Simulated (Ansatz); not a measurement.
The starting structures come from a database of crystals and need not be the phases stable at ambient conditions.

 Where the default PAW files enter, the runs use the earlier of Ansatz's two default sets.

The decay constant κ of evanescent states in the gap governs leakage through a thin film.

Data:

```xyz
6
Lattice="3.3676 -0.1162 0.0000 1.3651 5.1343 0.0000 0.0000 0.0000 3.4416" Properties=species:S:1:pos:R:3 pbc="T T T"
Na     2.1517     4.1037     0.8604
Na     2.5810     0.9143     2.5812
H      0.5784     2.1515     0.8604
H      4.1543     2.8666     2.5812
O      3.7300     3.7397     2.5812
O      1.0027     1.2783     0.8604
```

Space group of this cell: P2_1/m. The cell was relaxed by PBE-D3(BJ); by PBEsol its mean pressure is 0.5 GPa.

Transport runs along the normal of the first two printed cell vectors.

The gap is the functional's own. No spin-orbit coupling. Mid-gap values are interpolated on the energy grid.

Problem. Estimate the band gap and the smallest decay constant κ at mid-gap that PBEsol (Ansatz, an electronic-structure program) returns for this system.

Solution. Gap 3.28 eV on a 10×6×10 mesh; κ = 0.304 1/Å, at the zone centre.
